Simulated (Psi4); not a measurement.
Psi4 1.11, BP86/def2-svp: W(O)(S)(F)(NH2) ([NH2][W](=[O])([F])=[S]), 7 atoms. The geometry is a generated start, not checked to be a minimum at this level.

```
Item                                                  Value
--------------------------  -------------------------------
task                                                 energy
method                                                 bp86
basis                                              def2-svp
memory                                                 3 GB
maxiter                                                 100
keys of the molecule block                      symmetry c1
scf_type                                       df (default)
e_convergence                               1e-06 (default)
d_convergence                               1e-06 (default)
dft_radial_points                              75 (default)
dft_spherical_points                          302 (default)
effective core potentials   those of the basis set, past Kr
basis functions                                         102
grid points                                          152370
```

```xyz
7

W      0.5148     0.5668    -0.0351
O      1.7091     0.2156    -1.1611
S      1.2954     0.5352     2.0035
F     -0.2487     2.2351    -0.3234
N     -0.8594    -0.8436    -0.1408
H     -1.0205    -1.4342    -0.9707
H     -1.3909    -1.2750     0.6276
```

Charge 0 and multiplicity 1 are set for this test and not shown to be the ground state.

With the defaults (diis_max_vecs = 10, diis = true, scf_initial_accelerator = adiis, damping_percentage = 0, guess = auto, which took SAD, level_shift = 0, level_shift_cutoff = 0.01) it converges in 13 SCF iterations. One run each on 2 threads, with these changes:
- level_shift = 0.5, level_shift_cutoff = 0.001
- guess = sadno
- diis = false, scf_initial_accelerator = none, damping_percentage = 60
- scf_initial_accelerator = ediis
- diis_max_vecs = 6
- guess = core
- diis_max_vecs = 3
- damping_percentage = 20
- scf_initial_accelerator = none

Question: Which of these changes keep the SCF from converging, or lead it to another solution?

Answer: No convergence: diis_max_vecs = 3; diis = false, scf_initial_accelerator = none, damping_percentage = 60 (the run ends without SCF convergence in 100 iterations). The rest reach the solution of the defaults.

```json
[
 {"setting": "the defaults", "SCF iterations": "13", "end": "same solution"},
 {"setting": "scf_initial_accelerator = ediis", "SCF iterations": "13", "end": "same solution"},
 {"setting": "scf_initial_accelerator = none", "SCF iterations": "13", "end": "same solution"},
 {"setting": "diis_max_vecs = 6", "SCF iterations": "13", "end": "same solution"},
 {"setting": "level_shift = 0.5, level_shift_cutoff = 0.001", "SCF iterations": "14", "end": "same solution"},
 {"setting": "guess = sadno", "SCF iterations": "15", "end": "same solution"},
 {"setting": "guess = core", "SCF iterations": "18", "end": "same solution"},
 {"setting": "damping_percentage = 20", "SCF iterations": "23", "end": "same solution"},
 {"setting": "diis_max_vecs = 3", "SCF iterations": "100", "end": "no convergence"},
 {"setting": "diis = false, scf_initial_accelerator = none, damping_percentage = 60", "SCF iterations": "100", "end": "no convergence"}
]
```

1 further run of the study ended by our limits or in an error and is left out.
